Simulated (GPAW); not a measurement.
GPAW run on CrB4 (P1, 5 atoms in the cell): self-consistent single point.

Level of theory: LDA (Perdew-Wang 92), GPAW PAW datasets LDA (gpaw-data 1.0.1) (plane waves; GPAW 25.7.0).

The change in words: lattice scaled by 0.98. Reference geometry:
```xyz
5
Lattice="-1.4249 2.3663 2.7299 1.4249 -2.3663 2.7299 1.4249 2.3663 -2.7299" Properties=species:S:1:pos:R:3 pbc="T T T"
Cr    -0.0799    -0.0288    -0.0159
B      0.0012     0.8348     1.8127
B      1.4949     1.5015     0.9022
B      1.4385     1.5112    -0.9164
B     -0.0050     0.9138     3.6772
```

Reference input (self-consistent single point, DFT LDA (Perdew-Wang 92), plane waves, GPAW PAW datasets LDA (gpaw-data 1.0.1)): mode = pw; ecut = 900 eV; xc = LDA; kpts = 6 9 9; mesh shift (steps) = 0 0 0; occupations.name = fermi-dirac; occupations.width = 0.1 eV; nbands = -8; convergence.bands = -6; symmetry.symmorphic = false; symmetry.tolerance = 0.0005; maxiter = 100. This run's input differs from it in these lines:

```diff
@@ -5,10 +5,10 @@
 atoms = Atoms(['Cr', 'B', 'B', 'B', 'B'],
-              cell=[[-1.424855, 2.366270, 2.729920],
-                    [1.424855, -2.366270, 2.729920],
-                    [1.424855, 2.366270, -2.729920]],
-              positions=[[-0.079937, -0.028798, -0.015910],
-                         [0.001205, 0.834754, 1.812727],
-                         [1.494948, 1.501519, 0.902225],
-                         [1.438499, 1.511233, -0.916445],
-                         [-0.005007, 0.913835, 3.677240]],
+              cell=[[-1.396358, 2.318945, 2.675322],
+                    [1.396358, -2.318945, 2.675322],
+                    [1.396358, 2.318945, -2.675322]],
+              positions=[[-0.078338, -0.028222, -0.015592],
+                         [0.001181, 0.818059, 1.776473],
+                         [1.465049, 1.471489, 0.884181],
+                         [1.409730, 1.481008, -0.898116],
+                         [-0.004907, 0.895558, 3.603696]],
               pbc=True)
```

Output (repeated stretches shortened):

```
     iter     time        total  log10-change:
                         energy   eigst   dens
iter:   1 --:--:--   -49.305506   +0.94
iter:   2 --:--:--   -45.992569   -0.50  -0.69
iter:   3 --:--:--   -42.853632   +0.43  -0.77
iter:   4 --:--:--   -43.266499   -0.33  -1.00
iter:   5 --:--:--   -41.587327   -0.81  -0.94
iter:   6 --:--:--   -41.589776   -1.61  -1.63
iter:   7 --:--:--   -41.588909c  -2.07  -1.79
iter:   8 --:--:--   -41.582146c  -1.93  -1.85
iter:   9 --:--:--   -41.582453c  -2.40  -2.31
iter:  10 --:--:--   -41.584190c  -2.54  -2.32
iter:  11 --:--:--   -41.584771c  -2.73  -2.65
   [... 17 lines left out ...]
   [... lines left out ...]
iter:  31 --:--:--   -41.585916c  -5.75  -3.86
iter:  32 --:--:--   -41.585912c  -5.76  -3.96
iter:  33 --:--:--   -41.585910c  -5.86  -4.21c
iter:  34 --:--:--   -41.585910c  -5.96  -4.36c
iter:  35 --:--:--   -41.585910c  -6.01  -4.61c
iter:  36 --:--:--   -41.585910c  -6.20  -4.83c
iter:  37 --:--:--   -41.585910c  -6.34  -5.04c
   [... 5 lines left out ...]
iter:  43 --:--:--   -41.585910c  -6.93  -5.47c
iter:  44 --:--:--   -41.585910c  -7.00  -5.89c
iter:  45 --:--:--   -41.585911c  -7.11  -6.01c
iter:  46 --:--:--   -41.585911c  -7.34  -6.33c
iter:  47 --:--:--   -41.585911c  -7.49c -6.36c
Converged after 47 iterations.

Dipole moment: (0.992255, 0.777437, 0.454667) |e|*Ang

Energy contributions relative to reference atoms: (reference = -31177.140498)

Kinetic:        +34.592779
Potential:      -31.128301
External:        +0.000000
XC:             -45.312045
Entropy (-ST):   -0.015278
Local:           +0.269295
SIC:             +0.000000
--------------------------
Free energy:    -41.593550
Extrapolated:   -41.585911

Showing only first 2 kpts
 Kpt  Band  Eigenvalues  Occupancy
  0     7      8.86878    2.00000
  0     8     10.16185    1.99995
  0     9     14.66141    0.00000
  0    10     14.92298    0.00000

  1     7      8.62598    2.00000
  1     8      9.98135    1.99999
  1     9     13.79147    0.00000
  1    10     14.64083    0.00000

Fermi level: 11.22554

No gap
   [... lines left out ...]

Forces in eV/Ang:
  0 Cr    1.09356    0.31501    0.18157
  1 B     0.24963    2.44133    2.26822
  2 B    -0.99410   -1.32729   -2.01266
  3 B    -0.29467   -2.29161    2.12996
  4 B    -0.05442    0.86257   -2.56709

Stress tensor:
    -0.045824     0.005678    -0.002365
     0.005678    -0.140864    -0.007203
    -0.002365    -0.007203    -0.118218
Stress (GPa, Voigt): [ -7.3417 -22.5689 -18.9406  -1.1541  -0.3789   0.9097]
```

The run converged in 47 iterations. GPAW prints stress with tension positive. Against the reference run the free energy rises by 16.7 meV/atom and the largest force goes from 2.879 to 3.342 eV/Å.

At such cutoffs GPAW's stress carries a finite-basis (Pulay) error, which enters relaxed cells too; its log prints stress with tension positive.

The starting cell comes from a database of computed structures (which also holds hypothetical and non-ambient phases and stackings), without a prior relaxation at this level. Its atoms were displaced at random from the sites of space group no. 71. For this run, on top of that: lattice scaled by 0.98. Spin polarisation is off. Forces in this geometry exceed 1 eV/Å.

Cost on one core of a shared machine: roughly 9 min.
